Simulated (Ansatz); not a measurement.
# Effect of x(K) = 0.5, 2 atoms, Cmmm on Cs

Consider Cs in the bcc (W type) structure (space group Im-3m, No. 229; a = 6.275 Å).

The other end (x = 1) is K in the bcc (W type) structure (space group Im-3m, No. 229): 76.71 Å³/atom, gap zero.

Now apply this change: a fraction x = 0.5 of the Cs sites is given to K, ordered in a cell of 2 atoms (starting symmetry Cmmm) and fully relaxed.

Level of theory: Ansatz (an electronic-structure program) r2SCAN, no spin-orbit coupling, earlier PAW set. k-mesh 8×8×8 (Γ-centred); smearing 0.05 eV (Fermi–Dirac), for the changed cell.

```csv
quantity,base,changed,shift
volume per atom,123.52 Å³,98.36 Å³,-25.153 Å³
density,1.79 g/cm³,1.45 g/cm³,-0.335 g/cm³
band gap,zero,zero,–
mixing energy (to 0.01 eV only: unlike meshes or grids),–,+0.01 eV/atom,–
deviation of the volume from the linear (Vegard-type) interpolation,–,-1.7 %,–
```

These are small ordered cells, not random alloys; other orderings at the same x differ. Whether these cells are dynamically stable was not tested. The final runs are not spin-polarised. Under x(K) = 0.5, 2 atoms, Cmmm the cell changed shape so far that it is another structure.
